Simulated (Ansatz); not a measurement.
HgS under a change: uniaxial strain ε_zz = +3.00 %

The parent structure is HgS in the zinc blende structure (space group F-43m, No. 216; a = 5.8119 Å). Axes: x, y, z lie along the cube axes.

It is then changed as follows: the cell is stretched by 3.00 % along z with no lateral relaxation, atoms relaxed at fixed cell.

Level of theory: LDA (Ansatz, a quantum-chemistry and plane-wave program, PAW, no spin-orbit coupling). Settings: 10×10×10 k-points, 0.05 eV Fermi–Dirac smearing.

| quantity | base | changed | shift |
|---|---|---|---|
| shortest interatomic distance | 2.517 Å | 2.542 Å | +0.025 Å |
| energy relative to the base (free energy F) | 0 meV/atom | +5.3 meV/atom | +5.3 meV/atom |
| pressure (mean of the normal stresses, compression positive) | 0.0 GPa | -1.9 GPa | -1.9 GPa |
| band gap | zero | zero | – |
| stress (xx, yy, zz, yz, xz, xy; compression positive) (rough) | – | (-1.7, -1.7, -2.3, 0.0, 0.0, 0.0) GPa | – |

Final structure:

```xyz
2
Lattice="0.0000 2.9060 2.9932 2.9060 0.0000 2.9932 2.9060 2.9060 0.0000" Properties=species:S:1:pos:R:3 pbc="T T T"
Hg     0.0000     0.0000     0.0000
S      1.4530     1.4530     1.4966
```

A case with no gap was solved on a k-mesh chosen for an insulator, which is coarse for it. Without a gap, meshes like the base's 10×10×10 leave anisotropic stresses uncertain by several tenths of a GPa, and small strain energies with them. Spin-orbit coupling, missing from the scalar runs, can matter with Hg. Whether these cells are dynamically stable was not tested. The final runs are not spin-polarised. A zero or small gap of HgS can be the functional's error rather than a property of the material.
